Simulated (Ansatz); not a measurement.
Ta2Se (P4/nmm, No. 129), treated with r²SCAN in Ansatz (plane waves, PAW).

The input as run:

Ansatz 0.2 input:
```yaml
crystal:
  lattice:
    - [3.3525625544, 0.0, 0.0]
    - [0.0, 3.3525625544, 0.0]
    - [0.0, 0.0, 10.207536186]
  atoms:
    - { symbol: Ta, position: [0.5, 0.0, 0.7673135556] }
    - { symbol: Ta, position: [0.0, 0.5, 0.2326864444] }
    - { symbol: Se, position: [0.5, 0.0, 0.3514000246] }
    - { symbol: Se, position: [0.0, 0.5, 0.6485999754] }
    - { symbol: Ta, position: [0.5, 0.0, 0.0743988723] }
    - { symbol: Ta, position: [0.0, 0.5, 0.9256011277] }
basis:
  ecutwfc: 560
  ecutrho_ratio: 4
  xc_grid: 3
kpoints:
  mp_grid: { grid: [16, 16, 6] }
hamiltonian:
  xc: r2scan
  dispersion: none
  pseudopotentials: { kind: paw }
scf:
  occupations: { method: fermi_dirac, width: 0.05 }
output:
  forces: true
  stress: true
  eigenvalues: true
relax:
  f_tol: 0.004
  escape_saddle: false
  max_steps: 80
  cell: { stress_tol: 0.02, fix: [volume] }
```

Excerpt of the program's output:

```
Relaxation: its limit of steps is 80 (relax.max_steps)
Crystal: 6 atoms, lattice volume = 114.729 Å³
Basis set: ecut = 560 eV, 3495 PW (Γ), exchange–correlation on 81×81×240 points (27 copies of the dense FFT grid, shifted against one another)
Bands: 51, of which v1, the nominal top of the filled ones, is band 42 counted from 1 (41 counted from 0)
Symmetry: 16 space group operations
Space group: P4/nmm (ITA 129), of the structure as read, at distance tolerance 4.9e-5 Å
k-points: 180 of 1536
Functional: x = r2scan, c = r2scan; τ floored in thin density (d = 2e-4 eV/Å³)
SCF iter   1: F=—  HF=-50736.559162 eV  |F-HF|=—  |Δ(HF+E_count)|=         —  Δρ=8.51e-3  dr2=1.49e-1  dr2_τ=8.78e-2
SCF iter   2: F=—  HF=-50736.685335 eV  |F-HF|=—  |Δ(HF+E_count)|=   1.26e-1  Δρ=3.81e-3  dr2=6.40e-2  dr2_τ=3.55e-3
  ...
SCF 1 converged in 8 iterations: F = -50736.677152 eV  dr2 = 6.04e-9
Crystal: 6 atoms, lattice volume = 114.729 Å³
Basis set: ecut = 560 eV, 3487 PW (Γ), exchange–correlation on 81×81×240 points (27 copies of the dense FFT grid, shifted against one another)
Initial density: handed on by an earlier stage of this run
  ...
Crystal: 6 atoms, lattice volume = 114.729 Å³
Basis set: ecut = 560 eV, 3511 PW (Γ), exchange–correlation on 81×81×240 points (27 copies of the dense FFT grid, shifted against one another)
SCF 3 converged in 14 iterations: F = -50736.695495 eV  dr2 = 1.12e-12
Crystal: 6 atoms, lattice volume = 114.729 Å³
SCF 4 converged in 6 iterations: F = -50736.695792 eV  dr2 = 1.14e-7
Crystal: 6 atoms, lattice volume = 114.729 Å³
SCF 5 converged in 7 iterations: F = -50736.695819 eV  dr2 = 8.44e-9
Crystal: 6 atoms, lattice volume = 114.729 Å³
SCF iter   6: F=—  HF=-50736.695839 eV  |F-HF|=—  |Δ(HF+E_count)|=    0.00e0  Δρ=1.26e-7  dr2=5.70e-11  dr2_τ=1.34e-12
SCF iter   7: F=-50736.695839 eV  HF=-50736.695839 eV  |F-HF|=0.00e0  |Δ(HF+E_count)|=  7.28e-12  Δρ=5.90e-8  dr2=7.07e-12  dr2_τ=2.45e-13
SCF 6 converged in 7 iterations: F = -50736.695839 eV  dr2 = 7.07e-12
SCF converged after 7 iterations
Free energy (F): -50736.695839 eV
Internal energy: -50736.665168 eV  (E = F + TS)
E sigma→0 (E₀):  -50736.680504 eV
Fermi energy:    16.409870 eV
--- Forces (eV/Å), atoms counted from 1 ---
  atom   1  Ta     0.00000000     0.00000000     0.00028307
  atom   2  Ta     0.00000000     0.00000000    -0.00028307
  atom   3  Se     0.00000000     0.00000000    -0.00004221
  atom   4  Se     0.00000000     0.00000000     0.00004221
  atom   5  Ta     0.00000000     0.00000000     0.00193012
  atom   6  Ta     0.00000000     0.00000000    -0.00193012
--- Stress (GPa, compression-positive) ---
        0.967413       0.000000       0.000000
        0.000000       0.967413       0.000000
        0.000000       0.000000       0.954570
  P = ⅓ Tr σ = 0.9631 GPa (9.631 kbar)
```

The cell is one volume of an energy–volume scan, off the minimum.

The PAW data were made under PBE.

Note: the cell comes from a level without a dispersion term, which matters for the spacing of layers, chains or molecules.

Ansatz is a program for electronic structure.
